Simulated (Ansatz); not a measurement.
Take ZrSnO$_{3}$ in the cubic perovskite structure (space group Pm-3m, No. 221; a = 4.1287 Å; a hypothetical phase, not in the database extracts checked) as the base. Axes: x, y, z lie along the cube axes.

One thing is altered: tensor shear ε_xy = −0.96 % (engineering shear γ = -0.0192), atoms relaxed at fixed cell.

Levels (all Ansatz, an electronic-structure program, PAW): PBEsol (420 eV, no spin-orbit coupling); r2SCAN (500 eV, without spin-orbit coupling); HSE06 (420 eV, spin-orbit coupling left out).

At the geometry relaxed with PBEsol, these levels gave the following band gaps, in shuffled order: (a) 2.64 eV, (b) 1.67 eV, (c) 2.09 eV.

### Question
Match each gap to its level.

### Answer
(a) HSE06; (b) PBEsol; (c) r2SCAN.

Single points use the geometry relaxed with PBEsol. HSE06 gaps are upper bounds (no full band path). The cells carry an imposed strain or load. No phonon test of stability was made. Many cubic perovskites are stable only at high temperature; tilts and polar distortions were not tested.
